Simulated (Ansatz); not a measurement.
Consider interstitial Cu in 2H silicon carbide, charge state +1. The step: one Cu atom jumps by itself; the atom moves 2.54 Å along (0.00, 0.00, 0.50) of the unit cell; the moving atom starts with neighbours 3 C at 1.97; 3 Si at 2.30, 3 Si at 2.31 Å and ends with 3 C at 1.97; 3 Si at 2.30, 3 Si at 2.31 Å. A PBE band in Ansatz (plane-wave PAW, the Γ point alone, 72 host sites, 27 SCF runs with any check of the saddle's order, static, no finite-size correction) gives a forward barrier of 1.45 eV. The saddle point's order was not checked, and it lies on a symmetry element of the cell, where a band can be held. The host's phase is taken as given; its stability against other phases was not computed. The charge state is imposed; whether it is stable for some Fermi level was not computed. Sites that were not tried may lie lower.

Single points at the band's start and saddle point can refine it. Rough cost of one point, in units of the band's mean SCF on the same machine:

```json
[
 {"Level": "PBE, a 2×2×2 k-point mesh shifted by half a step along c", "Cost of one point": "about 7"},
 {"Level": "r2SCAN at 500 eV, the Γ point alone", "Cost of one point": "about 4"}
]
```

Q: Which of these move the barrier by more than 0.1 eV, and how far does each move it?

A: Not one does. PBE, a 2×2×2 k-point mesh shifted by half a step along c: -0.08 eV; r2SCAN at 500 eV, the Γ point alone: -0.06 eV. Each functional is compared with PBE at the same k-points.

Ansatz is a first-principles code.
